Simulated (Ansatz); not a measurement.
We consider CoGe (P2₁3, No. 198, 8 atoms in the cell; start mp-10692), described by PBEsol (Ansatz, a quantum-chemistry and plane-wave program, plane waves, PAW).

Numerical settings: plane-wave cutoff 520 eV, 12×12×12 k mesh, Fermi–Dirac smearing 0.05 eV, no spin polarisation, scalar-relativistic PAW data made under PBE.

Cell (relaxed at this level):

```
CoGe
1.0
    4.56783     0.00000     0.00000
    0.00000     4.56783     0.00000
    0.00000     0.00000     4.56783
Co Ge
4 4
Direct
  0.13835   0.13835   0.13835
  0.36165   0.86165   0.63835
  0.63835   0.36165   0.86165
  0.86165   0.63835   0.36165
  0.84006   0.84006   0.84006
  0.65994   0.15994   0.34006
  0.34006   0.65994   0.15994
  0.15994   0.34006   0.65994
```

Question: Estimate the bulk modulus that the calculation returns.

Answer: 
- bulk modulus: 184 GPa

The run finds no gap.

Note: the bulk modulus is −V dP/dV from two relaxed cells at ±2 % in volume; the relaxation could not lower the start's symmetry, so the cell can be a saddle point above a distorted one.

The computed numbers hold no vibrational or temperature effects.

Cost on a shared machine: about 12 core-minutes (a rough figure).

A start named mp-… is a Materials Project structure, which need not be a measured phase.
